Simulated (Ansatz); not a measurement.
Here is the system:

```
CELL_PARAMETERS angstrom
      0.00000     2.43431     2.50734
      2.43431     0.00000     2.50734
      2.43431     2.43431     0.00000
ATOMIC_POSITIONS crystal
  Be 0.00000 0.00000 0.00000
  S  0.25000 0.25000 0.25000
```

No spin polarisation.

Computed with r2SCAN/PAW in Ansatz (a quantum-chemistry and plane-wave program), no spin-orbit coupling. k-mesh 12×12×12 (Γ-centred); smearing 0.05 eV (Fermi–Dirac).

### Question
Estimate the stress (xx, yy, zz, yz, xz, xy; compression positive).

### Answer
(-1.71, -1.71, -4.78, 0.00, 0.00, 0.00) GPa.

### Question
What is the computed band gap?

### Answer
3.52 eV.

The cells carry an imposed strain or load. Stability against distortions was not tested. The cell was made from BeS in the zinc blende structure (space group F-43m, No. 216) by this change: uniaxial strain ε_zz = +3.00 %.
